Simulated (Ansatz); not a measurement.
(Si)5/(Ge)7 zinc blende (111) superlattice on Si, space group P-3m1.

The geometry comes from a PBE relaxation.

```
Ge7Si5
1.0
    3.86787     0.00000     0.00000
   -1.93394     3.34968     0.00000
    0.00000     0.00000    39.46824
Si Ge
10 14
Cartesian
  0.00000   0.00000  -0.06926
  0.00000   0.00000   2.29506
  0.00000   2.23312   3.08213
  0.00000   2.23312   5.45105
  1.93394   1.11656   6.23738
  1.93394   1.11656   8.60512
  0.00000   0.00000   9.39145
  0.00000   0.00000  11.76037
  0.00000   2.23312  12.54745
  0.00000   2.23312  14.91177
  1.93394   1.11656  15.75141
  1.93394   1.11656  18.23160
  0.00000   0.00000  19.14031
  0.00000   0.00000  21.61564
  0.00000   2.23312  22.52751
  0.00000   2.23312  25.00411
  1.93394   1.11656  25.91709
  1.93394   1.11656  28.39366
  0.00000   0.00000  29.30663
  0.00000   0.00000  31.78323
  0.00000   2.23312  32.69511
  0.00000   2.23312  35.17043
  1.93394   1.11656  36.07914
  1.93394   1.11656  38.55933
```

Method: HSE06 (plane waves to 420 eV, PAW; Ansatz, an electronic-structure program). Spin–orbit coupling is left out. Its k-point mesh 6×6×1, Fermi–Dirac width 0.01 eV. HSE06 ran on meshes of its own (6×6×1); its edges and gaps are taken over the mesh and over extra points off it, mostly where PBE has its edges.

Q: List the levels next to the gap at (0.000, 0.444, 0.000) of this cell's own (folded) zone, from the top of the valence band (the table ends after a fixed count of bands, which can cut a degenerate set).

A: 
```tsv
band	E − E_v (eV)
v4	-2.169
v3	-2.157
v2	-1.951
v1	-1.733
c1	0.369
c2	0.630
c3	0.657
c4	0.743
```
